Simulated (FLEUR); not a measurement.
FLEUR run on HfC (I4mm, 2 atoms in the cell): self-consistent single point.

Level of theory: FLEUR with LDA (Vosko-Wilk-Nusair), all-electron FLAPW (FLEUR), scalar-relativistic valence.

```yaml
crystal:
  lattice:
    - [0.00000, 2.33160, 2.33160]
    - [2.33160, 0.00000, 2.33160]
    - [2.33160, 2.33160, 0.00000]
  atoms:
    - { symbol: Hf, position: [0.01072, 0.01072, 0.98928] }
    - { symbol: C, position: [0.50000, 0.50000, 0.50000] }
```

Reference input (self-consistent single point, DFT, LDA (Vosko-Wilk-Nusair), all-electron FLAPW (FLEUR), scalar-relativistic valence): Kmax = 4.5 1/bohr; GmaxXC = 22.5 1/bohr; xcFunctional = vwn; jspins = 1; l_soc = F; mode = hist; fermiSmearingEnergy = 0.00367493 Htr; mesh (inpgen div1-3) = 6 6 6; inpgen gamma flag = true; Gmax = 22.5 1/bohr; numbands = 0; maxIterBroyd = 15. This run's input differs from it in these lines:

```diff
@@ -15,3 +15,3 @@
 &exco xctyp='vwn' /
-&kpt div1=6 div2=6 div3=6 gamma=t /
+&kpt div1=12 div2=12 div3=12 /
 &end /
```

Output (repeated stretches shortened):

```
 Iteration:     1   Distance:      24.97568710 me/bohr^3
 Iteration:     2   Distance:      20.91139387 me/bohr^3
 Iteration:     3   Distance:       7.87379248 me/bohr^3
 Iteration:     4   Distance:       5.47178596 me/bohr^3
 Iteration:     5   Distance:       3.68138455 me/bohr^3
   [... 10 lines left out ...]
 Iteration:    16   Distance:       0.00006417 me/bohr^3
 Iteration:    17   Distance:       0.00001647 me/bohr^3
 Iteration:    18   Distance:       0.00001102 me/bohr^3
 Iteration:    19   Distance:       0.00000183 me/bohr^3
 Reset of history
 Run finished successfully
 Stop message:
   Structural relaxation: new displacements generated

[file out, last iteration]
             iter=     20
[...]
          total density-effective poten   -2.6144659751E+04
          total charge density-energy d   -3.0597887540E+02
 Updated energy parameters for spin:           1
[...]
 fermi energy and band-weighting factors:

[...]
FERMIE:
          first approx. to ef    (T=0)  :   0.478899 htr   (energy of the highest occ. eigenvalue)
          number of occ. states  (T=0)  :       7019
          first approx. to seigv (T=0)  :  -3.711661 htr
          sum of weights of occ. states :  15.000000
          sum of semicore charge        :   0.000000 e
FERHIS:  Fermi-Energy by histogram:
          bandgap                     :   0.000109 htr
   [... lines left out ...]
          charge neutrality (T=0)     :   0.000000    (zero if the highest occ. eigenvalue is "entirely" occupied)
     EF_NEWTON:  Adjust Fermi-Energy by Newton-Method.
 Direct bandgap for spin            1 :    5.4807218067283170E-003  Htr
 ---->    free energy=                    -15126.7358418003 htr
   [... lines left out ...]
      extrapolation for T->0
 ---->    total electron energy=          -15126.7356720014 htr
 ***** TOTAL FORCES ON ATOMS *****
 TOTAL FORCE FOR ATOM TYPE=  1  X=  0.000   Y=  0.000   Z=  0.094
                       FX_TOT= 0.000000 FY_TOT= 0.000000 FZ_TOT=-0.006624
 TOTAL FORCE FOR ATOM TYPE=  2  X=  4.406   Y=  4.406   Z=  4.406
                       FX_TOT= 0.000000 FY_TOT= 0.000000 FZ_TOT= 0.006640
```

The run converged in 19 iterations. FLEUR gives forces in its relaxation mode, with a further iteration, so its stop message speaks of a relaxation. Against the reference run the free energy falls by 5.4 meV/atom and the largest force goes from 0.311 to 0.341 eV/Å.

The starting cell has typed, rounded lattice constants, without a prior relaxation at this level. Its lattice was rescaled by up to half a per cent. One atom was moved a little off its site on purpose. Spin-orbit coupling is off. Values depend on the basis (sphere radii, cutoffs, local orbitals), which need not be converged. The log's line on a gap gives a spacing of levels on this mesh, which the program prints for metals too.

Cost on one core of a shared machine: roughly 10 min.
